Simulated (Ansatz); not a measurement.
Relaxed 24-atom cells of (Ti,Zr)Si2 in the ZrSi2 (C49) type type, of low symmetry and near-random order, with the end members in the same type and cell. The ZrSi2 (C49) type type need not be the stable form of every end member, so that mixing against the stable forms can cost more. Left out are ordered and sheared cells and those that changed their type; one cell stands for each fraction.

The numbers are results of PBE (plane waves to 420 eV, PAW; Ansatz, a quantum-chemistry and plane-wave program), not measurements. No spin–orbit coupling; the runs are not spin-polarised.

```
cell       fraction of Zr  volume (Å³/atom)
---------  --------------  ----------------
TiSi2                   0             14.35
Ti7ZrSi16          0.1250             14.69
Ti3ZrSi8           0.2500          withheld
TiZr7Si16          0.8750             16.52
ZrSi2                   1             16.79
```

Question: Fit y = y0 + (y1 − y0) x − b x (1 − x), with y0 and y1 the end rows to the rows shown by least squares, with x the second column and y the third, and predict the withheld row.

Answer: The fit gives b = -0.32, with a root-mean-square miss of 0.000 on the rows shown. At x = 0.2500 it predicts 15.02; the run gives 15.01, a miss of +0.01.
